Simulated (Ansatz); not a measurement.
Input and output of a self-consistent single point for a (001) slab of AlTc2 (cut from a parent of space group no. 139; 6 atoms in the cell) (Ansatz, a first-principles code).

Level of theory: PBEsol, default PAW files made with PBE (plane waves; Ansatz).

```yaml
crystal:
  lattice:
    - [2.96612, 0.00000, 0.00000]
    - [0.00000, 2.96612, 0.00000]
    - [0.00000, 0.00000, 21.90558]
  atoms:
    - { symbol: Al, position: [0.00000, 0.00000, 0.60743] }
    - { symbol: Tc, position: [0.50000, 0.50000, 0.68045] }
    - { symbol: Tc, position: [0.00000, 0.00000, 0.31955] }
    - { symbol: Al, position: [0.50000, 0.50000, 0.39257] }
    - { symbol: Tc, position: [0.00000, 0.00000, 0.46558] }
    - { symbol: Tc, position: [0.50000, 0.50000, 0.53442] }
```

Reference input (self-consistent single point, DFT, PBEsol, plane waves, default PAW files made with PBE): basis.ecutwfc = 500 eV; kpoints.mp_grid.grid = 10 10 1; hamiltonian.xc = pbesol; hamiltonian.pseudopotentials = {kind: paw} (the program's default PAW files); scf.occupations.method = fermi_dirac; scf.occupations.width = 0.1 eV. This run's input differs from it in these lines:

Ansatz 0.2 input:
```diff
@@ -13,3 +13,3 @@
 basis:
-  ecutwfc: 500.0
+  ecutwfc: 250.0
 kpoints:
```

The program printed (abridged):

```
SCF iter   1: F=—  HF=-22376.273594 eV  |F-HF|=—  |Δ(HF+E_count)|=         —  Δρ=8.31e-2  dr2=5.61e1  ethr=3.10e-3  ⟨swp⟩=9.3  Hψ=4273  notcnv=0
all-band conjugate gradients solve this SCF's bands
preconditioner: auto → LDOS
SCF iter   2: F=—  HF=-22371.780906 eV  |F-HF|=—  |Δ(HF+E_count)|=    4.49e0  Δρ=4.35e-2  dr2=1.89e1  ethr=3.10e-3  ⟨swp⟩=3.4  Hψ=2144  notcnv=0
   [... lines left out ...]
SCF iter   7: F=—  HF=-22370.684510 eV  |F-HF|=—  |Δ(HF+E_count)|=   6.23e-5  Δρ=1.28e-4  dr2=3.66e-5  ethr=5.15e-7  ⟨swp⟩=2.6  Hψ=1380  notcnv=0
SCF iter   8: F=—  HF=-22370.683654 eV  |F-HF|=—  |Δ(HF+E_count)|=   8.56e-4  Δρ=4.84e-5  dr2=7.89e-6  ethr=5.54e-8  ⟨swp⟩=3.2  Hψ=1803  notcnv=0
SCF iter   9: F=—  HF=-22370.683661 eV  |F-HF|=—  |Δ(HF+E_count)|=   6.86e-6  Δρ=1.02e-5  dr2=1.34e-7  ethr=1.20e-8  ⟨swp⟩=2.3  Hψ=1495  notcnv=0
SCF iter  10: F=-22370.683661 eV  HF=-22370.683661 eV  |F-HF|=2.31e-8  |Δ(HF+E_count)|=   2.93e-7  Δρ=3.15e-6  dr2=1.67e-8  ethr=1.52e-10  ⟨swp⟩=7.4  Hψ=4005  notcnv=0
SCF 1 converged in 10 iterations: F = -22370.683661 eV  dr2 = 1.67e-8
Free energy (F): -22370.683661 eV
Internal energy: -22370.406815 eV  (E = F + TS)
E sigma→0 (E₀):  -22370.545238 eV
Entropy (-TS):   -0.276846 eV (-46.141 meV/atom)
Fermi energy:    5.453430 eV
--- Forces (eV/Å), atoms counted from 1 ---
  atom   1  Al     0.00000000     0.00000000     0.52508197
  atom   2  Tc     0.00000000     0.00000000    -0.30017944
  atom   3  Tc    -0.00000000     0.00000000     0.30017944
  atom   4  Al    -0.00000000     0.00000000    -0.52508197
  atom   5  Tc     0.00000000     0.00000000    -1.62299592
  atom   6  Tc    -0.00000000     0.00000000     1.62299592
--- Stress (GPa, compression-positive) ---
       -7.100027      -0.000000       0.000000
       -0.000000      -7.100027       0.000000
        0.000000       0.000000       2.099410
  P = ⅓ Tr σ = -4.0335 GPa (-40.335 kbar)
  The stress holds the Pulay correction. Without it, at fixed plane waves, as pw.x and ABINIT print it: P = -103.5777 GPa
```

The run converged in 10 iterations. Against the reference run the free energy goes up by 4.37 eV/atom and the largest force goes from 0.761 to 1.623 eV/Å.

The starting cell comes from a database of computed structures (which also holds hypothetical and non-ambient phases and stackings), without a prior relaxation at this level. The slab is cut from that crystal, and its faces are unrelaxed. Its lattice was rescaled by up to half a per cent. Spin polarisation is off. Forces in this geometry exceed 1 eV/Å. The cutoff lies below the one recommended for these files.
